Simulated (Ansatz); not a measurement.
Base system: Re in the hcp (Mg type) structure (space group P6_3/mmc, No. 194; a = 2.752 Å, c = 4.440 Å; relaxed with 0.1 eV smearing). Axes: x lies along a and z along c of the hexagonal cell.

The values are results of PBEsol (Ansatz, a quantum-chemistry and plane-wave program), no spin-orbit coupling, not measurements.

One thing is altered: the cell is stretched by 0.50 % along z with no lateral relaxation; the atoms relax in the strained cell.

Q: Estimate the effect on the energy relative to the base.

A: The energy rises by 0.8 meV/atom.

Q: Estimate the effect on the stress.

A: The stress (xx, yy, zz, yz, xz, xy; compression positive) comes out as (-1.2, -1.2, -3.5, 0.0, 0.0, 0.0) GPa.

Whether these cells are dynamically stable was not tested. The final runs are not spin-polarised.
